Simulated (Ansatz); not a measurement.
## SnS, thickness series

Start from SnS in the GeS type structure (space group Pnma, No. 62).

```xyz
8
Lattice="10.9125 0.0000 0.0000 0.0000 3.9536 0.0000 0.0000 0.0000 4.1105" Properties=species:S:1:pos:R:3 pbc="T T T"
Sn     6.7358     2.9652     2.4353
Sn     9.6329     0.9884     0.3800
Sn     4.1767     0.9884     1.6752
Sn     1.2796     2.9652     3.7305
S      3.8753     2.9652     4.0128
S      1.5809     0.9884     1.9575
S      7.0372     0.9884     0.0978
S      9.3316     2.9652     2.1530
```

Free-standing slabs (4 atom(s) a layer) normal to the stacking axis with 15 Å of vacuum; in-plane cell relaxed.

All numbers come from PBEsol-D3(BJ) (Ansatz, a quantum-chemistry and plane-wave program), without spin-orbit coupling, earlier PAW set.

| change | smallest direct gap | band gap | in-plane lattice parameter a | gap character |
|---|---|---|---|---|
| base | 0.78 eV | 0.30 eV | 3.954 Å | – |
| 1 layer | 1.32 eV | 1.23 eV | 4.011 Å | (withheld) |
| 3 layers | (withheld) | 0.64 eV | 3.975 Å | indirect, Γ–Z (83 % along) → Γ |
| 4 layers | 0.79 eV | (withheld) | (withheld) | indirect, Y₂–Γ (17 % along) → Γ |

### Question
What belongs in the blanks?

### Answer

- 1 layer, gap character: indirect, k = (0, 3/8, 0) in the run's primitive reciprocal basis → Γ
- 3 layers, smallest direct gap: 0.85 eV
- 4 layers, band gap: 0.55 eV
- 4 layers, in-plane lattice parameter a: 3.970 Å

Whether these cells are dynamically stable was not tested. Labels are those of the standard path for the cell's own space group.
